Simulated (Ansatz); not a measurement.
**CuI in the zinc blende structure (space group F-43m, No. 216)**

```
CuI
1.0
    0.00000     3.03967     3.03967
    3.03967     0.00000     3.03967
    3.03967     3.03967     0.00000
Cu I
1 1
Direct
  0.00000   0.00000   0.00000
  0.25000   0.25000   0.25000
```

Computed with Ansatz (a quantum-chemistry and plane-wave program) PBE, no spin-orbit coupling. Γ-centred 9×9×9 mesh, Fermi–Dirac width 0.05 eV.

| Item | Value |
|---|---|
| Volume per atom | 28.09 Å³ |
| Density | 5.63 g/cm³ |
| Band gap | 1.10 eV, direct at Γ |
| Electron mass | 0.15 mₑ |
| Hole mass (degenerate bands, along [100]) | 0.22, 0.75, 0.75 mₑ |
| Lowest conduction-band minima above the VBM | Γ 1.10 eV; L along ⟨111⟩ 2.13 eV |
| Total energy | -7069.183 eV/atom (σ→0; compares only within this code and set-up) |

With I present, leaving out spin-orbit coupling can change the band edges. Masses are band curvatures over ±0.01 Å⁻¹ around the edge. Stability against distortions was not tested. The final runs are not spin-polarised.
